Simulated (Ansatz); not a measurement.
Consider CsSnI3 in the cubic perovskite structure (space group Pm-3m, No. 221).

```xyz
5
Lattice="6.2251 0.0000 0.0000 0.0000 6.2251 0.0000 0.0000 0.0000 6.2251" Properties=species:S:1:pos:R:3 pbc="T T T"
Cs     0.0000     0.0000     0.0000
Sn     3.1126     3.1126     3.1126
I      0.0000     3.1126     3.1126
I      3.1126     3.1126     0.0000
I      3.1126     0.0000     3.1126
```

Level of theory: r2SCAN, PAW, 500 eV (Ansatz, a program for electronic structure; no spin-orbit coupling), earlier PAW set.

One change was made to it. Results:

The band gap becomes zero (base: 0.46 eV); the lattice parameter a decreases by 0.261 Å to 5.964 Å.

Task: Which change produced these results?
A. pressure 10 GPa
B. pressure 3 GPa
C. pressure 0.7 GPa
D. pressure 0.3 GPa

Result: B, pressure 3 GPa. For comparison, the lattice parameter a in the other runs: pressure 0.3 GPa gives 6.191 Å; pressure 10 GPa gives 5.649 Å; pressure 0.7 GPa gives 6.149 Å.

The mesh was chosen for an insulator and is coarse for the gapless case. Spin-orbit coupling, missing from the scalar runs, can matter with I. Load acts through the strain it causes; cell and atoms are relaxed under it. Whether these cells are dynamically stable was not tested. Competing high-pressure phases were not computed. The final runs are not spin-polarised. Many cubic perovskites are stable only at high temperature; tilts and polar distortions were not tested. The zero or small gap of CsSnI3 under pressure 3 GPa, CsSnI3 under pressure 10 GPa and CsSnI3 under pressure 0.7 GPa can change with the level of theory.
